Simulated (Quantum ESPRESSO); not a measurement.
**Convergence study of shifted k-point meshes for Rh (Fm-3m, 1 atom in the cell)**

```
Rh
1.0
    0.00000     1.90950     1.90950
    1.90950     0.00000     1.90950
    1.90950     1.90950     0.00000
Rh
1
Direct
  0.00000   0.00000   0.00000
```

Level of theory: PBE, PSlibrary ultrasoft (PBE) pseudopotentials (plane waves; Quantum ESPRESSO 7.5).

Base settings: ecutwfc = 60 Ry; ecutrho = 420 Ry; occupations = smearing; smearing = fermi-dirac; degauss = 0.0073499 Ry; potentials = {Rh: Rh.pbe-spn-rrkjus_psl.1.0.0.UPF}; K_POINTS = automatic 15 15 15 0 0 0; conv_thr = 1e-10 Ry.

Only quantities that move along the ladder and can be compared are tabulated.

The count of work is k-points × plane waves × bands × iterations; it is no time. Core times come from one kind of shared machine, to one figure; runs under 30 s give none.

The starting cell has typed, rounded lattice constants, without a prior relaxation at this level. Its lattice was rescaled by up to half a per cent. Spin polarisation is off.

Steps (K_POINTS): automatic 3 3 3 1 1 1; automatic 4 4 4 1 1 1; automatic 5 5 5 1 1 1; automatic 6 6 6 1 1 1; automatic 7 7 7 1 1 1; automatic 8 8 8 1 1 1; automatic 9 9 9 1 1 1; automatic 10 10 10 1 1 1; automatic 11 11 11 1 1 1; automatic 13 13 13 1 1 1; automatic 14 14 14 1 1 1; automatic 16 16 16 1 1 1; automatic 17 17 17 1 1 1; automatic 19 19 19 1 1 1; automatic 21 21 21 1 1 1; automatic 23 23 23 1 1 1; automatic 26 26 26 1 1 1; automatic 32 32 32 1 1 1; automatic 36 36 36 1 1 1.

**Question.** What is the coarsest K_POINTS that holds the pressure within 0.2 GPa of the last step, with all finer ones?

**Answer.** automatic 5 5 5 1 1 1, at 0.0045 of the last step's count of work; the step before is off by 0.43 GPa.

**Question.** What is the coarsest K_POINTS that holds the free energy within 5 meV/atom of the last step, with all finer ones?

**Answer.** automatic 7 7 7 1 1 1, at 0.010 of the last step's count of work; the step before is off by 6.4 meV/atom.

```csv
K_POINTS,free energy less the last step's (meV/atom),pressure (GPa),count of work / last,core time / last (rough)
automatic 3 3 3 1 1 1,98.60,3.93,0.0014,–
automatic 4 4 4 1 1 1,11.64,2.32,0.0024,–
automatic 5 5 5 1 1 1,-5.80,1.97,0.0045,–
automatic 6 6 6 1 1 1,6.37,1.79,0.0077,–
automatic 7 7 7 1 1 1,-1.67,1.85,0.010,–
automatic 8 8 8 1 1 1,-0.39,1.95,0.014,–
automatic 9 9 9 1 1 1,-0.61,1.86,0.020,–
automatic 10 10 10 1 1 1,-0.27,1.87,0.026,–
automatic 11 11 11 1 1 1,-0.34,1.85,0.035,–
automatic 13 13 13 1 1 1,0.46,1.90,0.055,–
automatic 14 14 14 1 1 1,-0.11,1.88,0.066,–
automatic 16 16 16 1 1 1,0.05,1.88,0.096,0.1
automatic 17 17 17 1 1 1,-0.06,1.88,0.12,0.1
automatic 19 19 19 1 1 1,0.00,1.89,0.16,0.1
automatic 21 21 21 1 1 1,0.00,1.88,0.21,0.2
automatic 23 23 23 1 1 1,0.00,1.88,0.27,0.2
automatic 26 26 26 1 1 1,0.00,1.88,0.39,0.3
automatic 32 32 32 1 1 1,0.00,1.88,0.71,0.7
automatic 36 36 36 1 1 1,0.00,1.88,1.0,1
```
